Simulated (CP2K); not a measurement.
Worked example: self-consistent single point of AgI (F-43m, 2 atoms in the cell) in CP2K.

Computed with PBE, GPW, DZVP-MOLOPT-SR-GTH basis, GTH-PBE potentials (GTH_POTENTIALS) in CP2K.

```
AgI
1.0
    4.56268     0.00000     0.00000
    2.28134     3.95139     0.00000
    2.28134     1.31713     3.72541
Ag I
1 1
Direct
  0.00000   0.00000   0.00000
  0.75000   0.75000   0.75000
```

Reference input (self-consistent single point, DFT PBE, GPW, DZVP-MOLOPT-SR-GTH basis, GTH-PBE potentials (GTH_POTENTIALS)): CUTOFF = 500 Ry; REL_CUTOFF = 50 Ry; SMEAR/METHOD = FERMI_DIRAC; ELECTRONIC_TEMPERATURE = 116.05 K; KPOINTS/SCHEME = MONKHORST-PACK 9 9 9; XC_FUNCTIONAL = PBE; Ag/BASIS_SET = DZVP-MOLOPT-SR-GTH-q11; Ag/POTENTIAL = GTH-PBE-q11; I/BASIS_SET = DZVP-MOLOPT-SR-GTH-q7; I/POTENTIAL = GTH-PBE-q7; METHOD = GPW; EPS_DEFAULT = 1e-10. This run's input differs from it in these lines:

```diff
@@ -40,3 +40,4 @@
     &KPOINTS
-      SCHEME MONKHORST-PACK 9 9 9
+      SCHEME MONKHORST-PACK 4 4 4
+      GAMMA_CENTERED T
     &END KPOINTS
```

The program printed (abridged):

```
 SCF WAVEFUNCTION OPTIMIZATION

  Step     Update method      Time    Convergence         Total energy    Change
     1 NoMix/Diag. 0.40E+00      -     0.63122072       -48.5671905301 -4.86E+01
     2 Broy./Diag. 0.40E+00      -     0.04706470       -48.7915021416 -2.24E-01
     3 Broy./Diag. 0.40E+00      -     0.03609730       -48.5897299467  2.02E-01
     4 Broy./Diag. 0.40E+00      -     0.00384667       -48.5037440510  8.60E-02
     5 Broy./Diag. 0.40E+00      -     0.00196977       -48.5083496144 -4.61E-03
     6 Broy./Diag. 0.40E+00      -     0.00058768       -48.5126318431 -4.28E-03
     7 Broy./Diag. 0.40E+00      -     0.00022130       -48.5122296145  4.02E-04
     8 Broy./Diag. 0.40E+00      -     0.00017712       -48.5124670520 -2.37E-04
     9 Broy./Diag. 0.40E+00      -     0.00002178       -48.5131493300 -6.82E-04
    10 Broy./Diag. 0.40E+00      -     0.00000788       -48.5132117602 -6.24E-05
    11 Broy./Diag. 0.40E+00      -     0.00000083       -48.5131857642  2.60E-05
  *** SCF run converged in    11 steps ***

  Overlap energy of the core charge distribution:               0.00000000227618
  Self energy of the core charge distribution:                -84.56657463923058
  Core Hamiltonian energy:                                     25.42707786863778
  Hartree energy:                                              18.73778510736619
  Exchange-correlation energy:                                 -8.11147410325527
  Electronic entropic energy:                                  -0.00000000000000
  Fermi energy:                                                 0.13405077239992

  Total energy:                                               -48.51318576420570
  Total energy (extrapolated to T->0):                        -48.51318576420570

   [... lines left out ...]

 STRESS| Analytical stress tensor [bar]
 STRESS|                        x                   y                   z
 STRESS|      x        3.78482278462E+04  -8.47278346021E-01  -5.99114488703E-01
 STRESS|      y       -8.47278346021E-01   3.78492749756E+04  -3.54985522306E-01
 STRESS|      z       -5.99114488703E-01  -3.54985522306E-01   3.78494813796E+04
 STRESS| 1/3 Trace                                             3.78489947338E+04
```

The run converged in 11 iterations. Against the reference run the free energy goes up by 10.2 meV/atom, the pressure goes from 3.62 to 3.78 GPa and the gap on the mesh hardly changes (1.388 to 1.384 eV).

The starting cell comes from a database of computed structures (which also holds hypothetical and non-ambient phases and stackings), without a prior relaxation at this level. Its lattice was rescaled by a random factor within 2.5 % of one. Spin-orbit coupling is off. Values carry the incompleteness of an atom-centred basis. With a pressure of about 4 GPa the cell is away from its equilibrium volume at this level.
